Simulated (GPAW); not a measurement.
A self-consistent single point of RuAl (P1, 2 atoms in the cell) with GPAW.

Method of the run: PBE, GPAW PAW datasets PBE (gpaw-data 1.0.1) (plane waves; GPAW).

The change in words: lattice scaled by 0.98. Reference geometry:
```xyz
2
Lattice="2.9900 0.0000 0.0000 0.0000 2.9900 0.0000 0.0000 0.0000 2.9900" Properties=species:S:1:pos:R:3 pbc="T T T"
Al     1.4876     1.4713     1.4788
Ru     0.0074     0.0237     0.0162
```

Reference input (self-consistent single point, DFT PBE, plane waves, GPAW PAW datasets PBE (gpaw-data 1.0.1)): mode = pw; ecut = 600 eV; xc = PBE; kpts = 7 7 7; mesh shift (steps) = 0 0 0; occupations.name = methfessel-paxton; occupations.width = 0.05 eV; occupations.order = 0; nbands = -6; convergence.density = 1e-05 e/electron; symmetry.symmorphic = false; symmetry.tolerance = 0.0005. This run's input differs from it in these lines:

```diff
@@ -5,7 +5,7 @@
 atoms = Atoms(['Al', 'Ru'],
-              cell=[[2.990000, 0.000000, 0.000000],
-                    [0.000000, 2.990000, 0.000000],
-                    [0.000000, 0.000000, 2.990000]],
-              positions=[[1.487642, 1.471250, 1.478806],
-                         [0.007358, 0.023750, 0.016194]],
+              cell=[[2.930200, 0.000000, 0.000000],
+                    [0.000000, 2.930200, 0.000000],
+                    [0.000000, 0.000000, 2.930200]],
+              positions=[[1.457889, 1.441825, 1.449230],
+                         [0.007211, 0.023275, 0.015870]],
               pbc=True)
```

Output, abridged:

```
     iter     time        total  log10-change:
                         energy   eigst   dens
iter:   1 --:--:--   -15.125832
iter:   2 --:--:--   -14.936432   -1.08  -1.21
iter:   3 --:--:--   -15.058631   -0.57  -1.23
iter:   4 --:--:--   -14.333532   -1.18  -1.36
iter:   5 --:--:--   -14.325200   -2.42  -1.55
iter:   6 --:--:--   -14.331140c  -3.01  -2.23
iter:   7 --:--:--   -14.324604c  -4.05  -2.30
iter:   8 --:--:--   -14.322379c  -3.70  -2.48
iter:   9 --:--:--   -14.322116c  -4.51  -2.80
iter:  10 --:--:--   -14.322082c  -5.43  -3.05
iter:  11 --:--:--   -14.322059c  -5.12  -3.31
iter:  12 --:--:--   -14.322059c  -6.74  -3.93
iter:  13 --:--:--   -14.322055c  -6.85  -3.96
iter:  14 --:--:--   -14.322059c  -6.85  -4.21
iter:  15 --:--:--   -14.322058c  -8.17c -4.18
iter:  16 --:--:--   -14.322058c  -9.45c -4.30
iter:  17 --:--:--   -14.322056c  -7.09  -4.27
iter:  18 --:--:--   -14.322056c  -8.77c -4.54
iter:  19 --:--:--   -14.322056c  -8.89c -4.59
iter:  20 --:--:--   -14.322056c  -9.13c -4.60
iter:  21 --:--:--   -14.322056c  -8.19c -4.64
iter:  22 --:--:--   -14.322056c  -9.21c -4.78
iter:  23 --:--:--   -14.322056c  -9.43c -4.82
iter:  24 --:--:--   -14.322056c  -8.70c -4.85
iter:  25 --:--:--   -14.322056c  -9.66c -5.56c
Converged after 25 iterations.

Dipole moment: (-0.141733, -0.456666, -0.311702) |e|*Ang

Energy contributions relative to reference atoms: (reference = -129848.548248)

Kinetic:        +15.064263
Potential:      -13.153720
External:        +0.000000
XC:             -15.992961
Entropy (-ST):   -0.003751
Local:           -0.237763
SIC:             +0.000000
--------------------------
Free energy:    -14.323931
Extrapolated:   -14.322056

Showing only first 2 kpts
 Kpt  Band  Eigenvalues  Occupancy
  0     7     11.59982    0.00001
  0     8     11.60709    0.00000
  0     9     11.60895    0.00000
  0    10     17.79265    0.00000

  1     7     11.12532    2.00000
  1     8     11.12985    2.00000
  1     9     11.65777    0.00000
  1    10     16.24532    0.00000

Fermi level: 11.44339

No gap
No difference between direct/indirect transitions
Energy (eV): -14.322056

Forces in eV/Ang:
  0 Al    0.14468    0.46356    0.31746
  1 Ru   -0.14469   -0.46358   -0.31748

Stress tensor:
    -0.118924    -0.000867    -0.000594
    -0.000867    -0.117299    -0.001903
    -0.000594    -0.001903    -0.118262
Stress (GPa, Voigt): [-19.0537 -18.7933 -18.9476  -0.3049  -0.0952  -0.139 ]
```

The run converged in 25 iterations. GPAW prints stress with tension positive. Against the reference run the free energy rises by 54.6 meV/atom, the pressure goes from 3.83 to 18.93 GPa and the largest force goes from 0.471 to 0.580 eV/Å.

The starting cell has typed, rounded lattice constants, without a prior relaxation at this level. Its atoms were displaced at random from the sites of space group no. 221. For this run, on top of that: lattice scaled by 0.98. Spin polarisation is off. With a pressure of about 19 GPa the cell is away from its equilibrium volume at this level.

Cost on one core of a shared machine: roughly 40 s.
